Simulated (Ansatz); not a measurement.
## Pressure series in hypothetical zinc blende BaS

The parent structure is BaS in the zinc blende structure (space group F-43m, No. 216; a = 7.038 Å; a hypothetical phase, not in the database extracts checked).

Cell and atoms are relaxed at each pressure.

All numbers come from r2SCAN (Ansatz, a quantum-chemistry and plane-wave program, PAW, scalar-relativistic without spin-orbit coupling).

Notes on the quantities. enthalpy: H = E + PV relative to the base's energy.

```json
[
 {"change": "base", "width of the top valence band": "0.68 eV", "band gap": "3.07 eV", "smallest direct gap": "3.70 eV", "enthalpy": "–"},
 {"change": "pressure −2 GPa", "width of the top valence band": "0.54 eV", "band gap": "2.95 eV", "smallest direct gap": "3.49 eV", "enthalpy": "-0.57 eV/atom"},
 {"change": "pressure −1 GPa", "width of the top valence band": "0.61 eV", "band gap": "3.01 eV", "smallest direct gap": "3.63 eV", "enthalpy": "-0.28 eV/atom"},
 {"change": "pressure 0.3 GPa", "width of the top valence band": "0.70 eV", "band gap": "3.08 eV", "smallest direct gap": "3.70 eV", "enthalpy": "+0.08 eV/atom"},
 {"change": "pressure 0.7 GPa", "width of the top valence band": "(withheld)", "band gap": "3.10 eV", "smallest direct gap": "3.70 eV", "enthalpy": "+0.19 eV/atom"},
 {"change": "pressure 1.5 GPa", "width of the top valence band": "0.77 eV", "band gap": "3.13 eV", "smallest direct gap": "3.70 eV", "enthalpy": "+0.40 eV/atom"},
 {"change": "pressure 3 GPa", "width of the top valence band": "0.85 eV", "band gap": "3.18 eV", "smallest direct gap": "3.70 eV", "enthalpy": "+0.78 eV/atom"},
 {"change": "pressure 5 GPa", "width of the top valence band": "0.96 eV", "band gap": "3.23 eV", "smallest direct gap": "3.69 eV", "enthalpy": "+1.27 eV/atom"},
 {"change": "pressure 7.5 GPa", "width of the top valence band": "1.09 eV", "band gap": "3.28 eV", "smallest direct gap": "3.67 eV", "enthalpy": "+1.85 eV/atom"},
 {"change": "pressure 10 GPa", "width of the top valence band": "(withheld)", "band gap": "3.30 eV", "smallest direct gap": "3.65 eV", "enthalpy": "+2.40 eV/atom"}
]
```

Problem. Complete the table.

Solution. 
- pressure 0.7 GPa, width of the top valence band: 0.72 eV
- pressure 10 GPa, width of the top valence band: 1.22 eV

Load acts through the strain it causes; cell and atoms are relaxed under it. Whether these cells are dynamically stable was not tested. Competing high-pressure phases were not computed.
